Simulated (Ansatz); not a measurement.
# Cubic perovskite CsPbBr₃ (cubic high-temperature phase)

Computed with LDA in Ansatz (plane waves, PAW).

Run with plane-wave cutoff 520 eV, 4×4×4 k mesh, scalar-relativistic PAW data made under PBE.

Cell (relaxed at this level):

```cif
data_Br3CsPb
_chemical_formula_sum 'Cs1 Pb1 Br3'
_space_group_name_H-M_alt 'Pm-3m'
_space_group_IT_number 221
_space_group_name_Hall '-P 4 2 3'
_cell_length_a 5.78089
_cell_length_b 5.78089
_cell_length_c 5.78089
_cell_angle_alpha 90.000
_cell_angle_beta 90.000
_cell_angle_gamma 90.000
loop_
_atom_site_label
_atom_site_type_symbol
_atom_site_symmetry_multiplicity
_atom_site_Wyckoff_symbol
_atom_site_fract_x
_atom_site_fract_y
_atom_site_fract_z
_atom_site_occupancy
Cs1 Cs 1 a 0.00000 0.00000 0.00000 1
Pb1 Pb 1 b 0.50000 0.50000 0.50000 1
Br1 Br 3 c 0.00000 0.50000 0.50000 1
```

| Item | Result |
|---|---|
| elastic constant C11 | 62.2 GPa |
| elastic constant C12 | 7.06 GPa |
| elastic constant C44 | 3.59 GPa |
| Voigt–Reuss–Hill bulk modulus | 25.4 GPa |
| Voigt–Reuss–Hill shear modulus (Hill average) | 9.34 GPa |
| Young modulus | 25.0 GPa |
| Poisson ratio | 0.336 |

Note: the relaxation could not lower the start's symmetry, so the cell can be a saddle point above a distorted one.

Elastic constants are with the ions relaxed.

Spin–orbit coupling is not included; it can shift volumes and moduli of such heavy elements.

The computed numbers hold no vibrational or temperature effects.

The result took roughly 50 core-seconds.

Ansatz is a first-principles code.
